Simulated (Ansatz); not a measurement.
Given:

End structure of a constructed model of the (111) surface of fcc Al, a pseudomorphic layer of Ni in the other hollow (bottom of the slab: a bare face, its two planes held):

```yaml
crystal:
  lattice:
    - [2.85810, 0.00000, 0.00000]
    - [-1.42905, 2.47518, 0.00000]
    - [0.00000, 0.00000, 30.00000]
  atoms:
    - { symbol: Al, position: [0.33333, 0.66667, 0.27269] }
    - { symbol: Al, position: [0.66667, 0.33333, 0.35048] }
    - { symbol: Al, position: [0.00000, 0.00000, 0.42844] }
    - { symbol: Al, position: [0.33333, 0.66667, 0.50710] }
    - { symbol: Al, position: [0.66667, 0.33333, 0.58532] }
    - { symbol: Al, position: [0.00000, 0.00000, 0.66290] }
    - { symbol: Ni, position: [0.66667, 0.33333, 0.72066] }
```

Set-up: 7 atoms, 13.6 Å thick at the start with caps and adatoms (thin: gaps and levels are the slab's own); mesh 15x15x1; 0.1 eV smearing; dipole correction on; 2 atoms held, the rest relaxed; held to the start's symmetry, so lower structures may exist; spin-polarised, no spin-orbit, no U. The starting moment vanished. In PBE it lies 0.02 eV a 1x1 cell over the lowest computed structure of the same composition (a pseudomorphic layer of Ni in the host's stacking).

Q: Give the work function of the top face at the level Ansatz (a program for electronic structure) with PBE.

A: 4.59 eV
